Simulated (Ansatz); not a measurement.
# Response to strain in hypothetical I4_132 As

Start from As (space group I4_132, No. 214; a = 6.992 Å; a hypothetical phase, not in the database extracts checked; relaxed with 0.1 eV smearing). Axes: x, y, z lie along the cube axes.

Strains are applied to the cell and any free atomic positions relax; under biaxial strain the out-of-plane vector relaxes too.

Levels (all Ansatz, an electronic-structure program, PAW): PBE (420 eV, scalar-relativistic without spin-orbit coupling); PBEsol (420 eV, spin-orbit coupling left out).

The base cell above is that of PBE; each level relaxes its own structures.

Notes on the quantities. energy relative to the base: free energy F.

| case | energy relative to the base, PBE | energy relative to the base, PBEsol |
|---|---|---|
| biaxial strain +4.59 %, plane normal [110], relaxed out of plane | +3.4 meV/atom | +1.7 meV/atom |
| isotropic strain −1.98 % | +15 meV/atom | +15 meV/atom |
| isotropic strain −1.81 % | +12 meV/atom | +13 meV/atom |
| isotropic strain +5.88 % | +102 meV/atom | +108 meV/atom |

The two levels differ by at most about 5.6 meV/atom. They put the cases in the same order.

Stability against distortions was not tested.
